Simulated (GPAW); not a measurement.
# Input and output of a self-consistent single point for ZnInGaO4 (R3m, 7 atoms in the cell) (GPAW)

Level of theory: PBE, GPAW PAW datasets PBE (gpaw-data 1.0.1) (plane waves; GPAW).

Input as run:

```python
from ase import Atoms
from ase.units import GPa
from gpaw import GPAW, PW, FermiDirac

atoms = Atoms(['In', 'Ga', 'Zn', 'O', 'O', 'O', 'O'],
              cell=[[1.678143, 0.968877, 8.851634],
                    [-1.678143, 0.968877, 8.851634],
                    [0.000000, -1.937753, 8.851634]],
              positions=[[0.000000, 0.000000, 0.000000],
                         [0.000000, 0.000001, 20.789833],
                         [0.000000, 0.000000, 5.765069],
                         [-0.000000, 0.000001, 23.150564],
                         [-0.000000, 0.000000, 3.404338],
                         [-0.000000, 0.000001, 18.779627],
                         [-0.000000, 0.000000, 7.775275]],
              pbc=True)

calc = GPAW(mode=PW(900),
            xc='PBE',
            kpts=(7, 7, 7),
            occupations=FermiDirac(0.1),
            nbands=-13,
            symmetry={'symmorphic': False, 'tolerance': 0.0005},
            maxiter=150)

atoms.calc = calc

energy = atoms.get_potential_energy()
print('Energy (eV):', round(energy, 6))
forces = atoms.get_forces()
print('Forces (eV/Ang):')
print(forces.round(5))
stress = atoms.get_stress()
print('Stress (GPa, Voigt):', (stress / GPa).round(4))
```

Output, abridged:

```
Input parameters:
  kpts: [7 7 7]
  maxiter: 150
  mode: {ecut: 900.0000000000001,
         name: pw}
  nbands: -13
  occupations: {fixmagmom: False,
                name: fermi-dirac,
                width: 0.1}
  symmetry: {symmorphic: False,
             tolerance: 0.0005}
  xc: PBE

species:
  In:
    name: Indium
    Z: 49.0
    valence: 13
    core: 36
    charge: 0.0
    file: In.PBE.gz

    # Using partial waves for In as LCAO basis

  Ga:
    name: Gallium
    Z: 31.0
    valence: 3
    core: 28
    charge: 0.0
    file: Ga.PBE.gz

    # Using partial waves for Ga as LCAO basis

  Zn:
    name: Zinc
    Z: 30.0
    valence: 12
    core: 18
    charge: 0.0
    file: Zn.PBE.gz

    # Using partial waves for Zn as LCAO basis

  O:
    name: Oxygen
    Z: 8.0
    valence: 6
    core: 2
    charge: 0.0
    file: O.PBE.gz

    # Using partial waves for O as LCAO basis

Reference energy: -269884.827047  # eV

Spin-paired calculation

Convergence criteria:
 Maximum [total energy] change in last 3 cyles: 0.0005 eV / valence electron
 Maximum integral of absolute [dens]ity change: 0.0001 electrons / valence electron
 Maximum integral of absolute [eigenst]ate change: 4e-08 eV^2 / valence electron
 Maximum number of scf [iter]ations: 150

Symmetries present (total): 6
Symmetries with fractional translations: 0
343 k-points: 7 x 7 x 7 Monkhorst-Pack grid
44 k-points in the irreducible part of the Brillouin zone
       k-points in crystal coordinates                weights
   0:     0.00000000    0.00000000    0.00000000          1/343
   1:     0.14285714    0.00000000   -0.14285714          6/343
   2:     0.14285714    0.00000000    0.00000000          6/343
   [... 7 lines left out ...]
          ...
  43:     0.42857143    0.42857143    0.42857143          2/343

Wave functions: Plane wave expansion
  Cutoff energy: 900.000 eV
  Number of coefficients (min, max): 5276, 5315
  Pulay-stress correction: 0.000000 eV/Ang^3 (de/decut=0.000000)

Occupation numbers: Fermi-Dirac:
  width: 0.1000  # eV

Eigensolver

Densities:
  Coarse grid: 63*63*63 grid
  Fine grid: 126*126*126 grid
  Total Charge: 0.000000

Density mixing:
  Method: separate
  Backend: pulay
  Linear mixing parameter: 0.05
  old densities: 5
  Damping of long wavelength oscillations: 50

Hamiltonian:
  XC and Coulomb potentials evaluated on a 126*126*126 grid
  External potential:
    NoExternalPotential

XC parameters: PBE with 2 nearest neighbor stencil

Number of atoms: 7
Number of atomic orbitals: 38
Number of bands in calculation: 39
Number of valence electrons: 52
Bands to converge: occupied

Density initialized from atomic densities
  38 bands from LCAO basis set
  1 band from random numbers

Atomic positions and initial magnetic moments

Positions:
   0 In     0.000000    0.000000    0.000000    ( 0.0000,  0.0000,  0.0000)
   1 Ga     0.000000    0.000001   20.789833    ( 0.0000,  0.0000,  0.0000)
   2 Zn     0.000000    0.000000    5.765069    ( 0.0000,  0.0000,  0.0000)
   3 O     -0.000000    0.000001   23.150564    ( 0.0000,  0.0000,  0.0000)
   4 O     -0.000000    0.000000    3.404338    ( 0.0000,  0.0000,  0.0000)
   5 O     -0.000000    0.000001   18.779627    ( 0.0000,  0.0000,  0.0000)
   6 O     -0.000000    0.000000    7.775275    ( 0.0000,  0.0000,  0.0000)

Unit cell:
           periodic     x           y           z      points  spacing
  1. axis:    yes    1.678143    0.968877    8.851634    63     0.0459
  2. axis:    yes   -1.678143    0.968877    8.851634    63     0.0459
  3. axis:    yes    0.000000   -1.937753    8.851634    63     0.0459

  Lengths:   9.061253   9.061253   9.061253
  Angles:   21.345578  21.345578  21.345572

Effective grid spacing dv^(1/3) = 0.0702

     iter     time        total  log10-change:
                         energy   eigst   dens
iter:   1 --:--:--   -44.458216
iter:   2 --:--:--   -42.792301   -0.17  -0.88
iter:   3 --:--:--   -38.745603   -0.67  -0.93
iter:   4 --:--:--   -38.655625   -1.20  -1.28
iter:   5 --:--:--   -38.651709   -1.85  -1.42
iter:   6 --:--:--   -38.811135   -1.80  -1.61
iter:   7 --:--:--   -38.582508   -2.21  -1.72
iter:   8 --:--:--   -38.583112   -3.41  -2.51
iter:   9 --:--:--   -38.580751c  -4.09  -2.60
iter:  10 --:--:--   -38.581015c  -3.81  -2.63
iter:  11 --:--:--   -38.580936c  -5.19  -2.99
iter:  12 --:--:--   -38.580847c  -5.04  -3.03
iter:  13 --:--:--   -38.580894c  -5.69  -3.30
iter:  14 --:--:--   -38.580884c  -5.52  -3.47
iter:  15 --:--:--   -38.580849c  -5.78  -3.61
iter:  16 --:--:--   -38.580845c  -7.01  -3.93
iter:  17 --:--:--   -38.580843c  -7.47c -4.11c

Converged after 17 iterations.

Dipole moment: (0.000000, 0.000000, 3.563916) |e|*Ang

Energy contributions relative to reference atoms: (reference = -269884.827047)

Kinetic:        +75.336771
Potential:      -69.134441
External:        +0.000000
XC:             -45.720834
Entropy (-ST):   -0.006688
Local:           +0.941005
SIC:             +0.000000
--------------------------
Free energy:    -38.584187
Extrapolated:   -38.580843

Showing only first 2 kpts
 Kpt  Band  Eigenvalues  Occupancy
  0    24      5.27763    1.96625
  0    25      5.50841    1.70566
  0    26      5.50841    1.70565
  0    27      8.08031    0.00000

  1    24      4.69591    1.99990
  1    25      4.80171    1.99971
  1    26      7.53760    0.00000
  1    27      9.21586    0.00000

Fermi level: 5.68411

No gap
No difference between direct/indirect transitions
Energy (eV): -38.580843

Forces in eV/Ang:
  0 In    0.00000   -0.00000   -1.40696
  1 Ga    0.00000    0.00000    0.89251
  2 Zn    0.00000    0.00000    0.33163
  3 O     0.00000   -0.00000   -1.53426
  4 O     0.00000   -0.00000   -1.00013
  5 O     0.00000    0.00000    1.48039
  6 O     0.00000    0.00000    1.23948

Stress tensor:
    -0.008598     0.000000    -0.000000
    -0.000000    -0.008598     0.000000
    -0.000000     0.000000     0.021937
Stress (GPa, Voigt): [-1.3776 -1.3776  3.5147  0.     -0.      0.    ]
```

The run converged in 17 iterations. GPAW prints stress with tension positive.

At such cutoffs GPAW's stress carries a finite-basis (Pulay) error, which enters relaxed cells too; its log prints stress with tension positive.

The starting cell was generated: these elements placed on a structure prototype, without a prior relaxation; it need not be a known phase or ordering of this composition. Its lattice was rescaled by a random factor within 2.5 % of one. Forces in this geometry exceed 1 eV/Å. The run gives no clean gap (levels at the Fermi energy touch, overlap or are partly filled at this smearing), which alone does not show that the compound is a metal.

Cost on one core of a shared machine: roughly 10 min.
